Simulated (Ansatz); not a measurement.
Si vacancy + O on the C site in 3C silicon carbide (start: the Si site; C 1.90 Å away; 64-site cell, 2×2×2 shifted sampling). All values below come from PBE, PAW (plane waves to 420 eV; Ansatz, a program for electronic structure). Total energies of the localised charge states, counted from that of charge +1, and their image corrections (point charge with alignment); the host's valence-band maximum lies at 9.291 eV on the cells' energy zero and its gap is 1.37 eV.

```
charge  moment (μB)  E − E(first) (eV)  correction (eV)
------  -----------  -----------------  ---------------
+1              1.0              0.000           -0.177
0               2.0              9.620            0.000
```

Q: Derive the transition levels above the valence-band maximum and say which of them are thermodynamic.

A: A level is the Fermi energy at which two charges have equal formation energy: ε(q/q′) = [E(q′) + corr(q′) − E(q) − corr(q)] / (q − q′) − E_VBM.
ε(+1/0) = [(9.620 + 0.000) − (0.000 + -0.177)] / 1 − 9.291 = 0.51 eV
Thermodynamic levels at least 0.1 eV inside the gap: (+1/0) at 0.51 eV. They hold to tenths of an eV in this cell. Only the charges listed were compared. At charge −1 the carrier sat in host band states, shallow at most. The geometries come from one start. Flagged in the runs: a strain field that reaches the edge of the cell.
